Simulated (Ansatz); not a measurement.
Here is the system:

```
CELL_PARAMETERS angstrom
      4.99740     0.00000     0.00000
     -2.49870     4.32788     0.00000
      2.49870     1.44263     4.48355
ATOMIC_POSITIONS crystal
  Ga 0.28882 0.14441 0.56677
  Ga 0.71118 0.85559 0.43323
  Ga 0.71118 0.35559 0.93323
  Ga 0.28882 0.64441 0.06677
  O  0.80316 0.55316 0.25000
  O  0.19684 0.44684 0.75000
  O  0.19684 0.25000 0.25000
  O  0.80316 0.75000 0.75000
  O  0.50000 0.94684 0.25000
  O  0.50000 0.05316 0.75000
```

Space group of this cell: R-3c, corundum. The cell is taken as given; by r2SCAN its mean pressure is -1.4 GPa.

The numbers are results of r2SCAN (plane waves, PAW; Ansatz, a first-principles code), not measurements.

The current runs along the normal of the first two printed vectors; no spin-orbit coupling. Scaled by the factor s: all lengths (ions clamped). Meshes 8×8×8 and 12×12 across the current in all rows.

| s | mean pressure (GPa) | band gap (eV) |
|---|---|---|
| 0.98 | 14.6 | 4.20 |
| 1.00 | -1.4 | 3.50 |
| 1.02 | -13.3 | ? |

Q: Take the slope of the band gap against ln s from the two given rows, extrapolate to s = 1.02, and say what the run there gives.

A: Slope = (4.20 − 3.50) / ln 0.98 = -34.6 eV. The line gives 3.50 + (-34.6) × ln 1.02 = 2.81 eV. The run gives 2.85 eV, 0.04 eV over the line, 5 % of the predicted step.
